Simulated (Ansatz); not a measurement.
Consider GaSb in the zinc blende structure (space group F-43m, No. 216; a = 6.214 Å).

(Cell as relaxed with PBE.)

Levels (all Ansatz, an electronic-structure program, PAW): PBE (420 eV, no spin-orbit coupling); PBEsol (420 eV, without spin-orbit coupling).

Each level relaxes its own structure.

| base | PBE | PBEsol |
|---|---|---|
| volume per atom | 29.99 Å³ | 28.53 Å³ |
| lattice parameter a | 6.214 Å | 6.111 Å |
| band gap | zero | zero |

It is then changed as follows: every lattice vector is shortened by 1.61 %; the atoms relax in the strained cell.

```json
[
 {"quantity": "band gap", "PBE": "zero", "PBEsol": "0.35 eV"},
 {"quantity": "energy relative to the base (free energy F)", "PBE": "+10 meV/atom", "PBEsol": "+11 meV/atom"}
]
```

They disagree on the band gap; PBE's energy relative to the base lies 0.9 meV/atom below PBEsol's. Neither level is exact; PBEsol is the comparison here, not a measurement.

With Sb present, leaving out spin-orbit coupling can change the band edges. No phonon test of stability was made. The final runs are not spin-polarised. Gaps under 0.05 eV, about the width of the smearing, are given as zero. The zero or small gap of GaSb can change with the level of theory.
